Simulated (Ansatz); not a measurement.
The parent structure is NaF in the rock salt structure (space group Fm-3m, No. 225; a = 4.629 Å).

It is then changed as follows: an isotropic linear strain of +1.00 %; the atoms relax in the strained cell.

Calculations: PBEsol in Ansatz (plane waves to 420 eV, PAW, spin-orbit coupling left out).

Base, band edges from the VBM (valence, conduction): X -0.41, 13.01; W -0.58, 13.06; L -0.26, 10.64; Γ 0.00, 6.20; K -0.37, 12.67; U -0.37, 12.67 eV.

Give the band edges at the high-symmetry points of the new zone, measured from its valence-band maximum.


```tsv
point	valence edge (eV)	conduction edge (eV)
Γ	0.00	6.05
X	-0.40	12.77
U	-0.36	12.50
K	-0.36	12.50
L	-0.24	10.46
W	-0.55	12.87
```

The gap is 6.05 eV, direct at Γ.

No phonon test of stability was made.

Ansatz is an electronic-structure program.
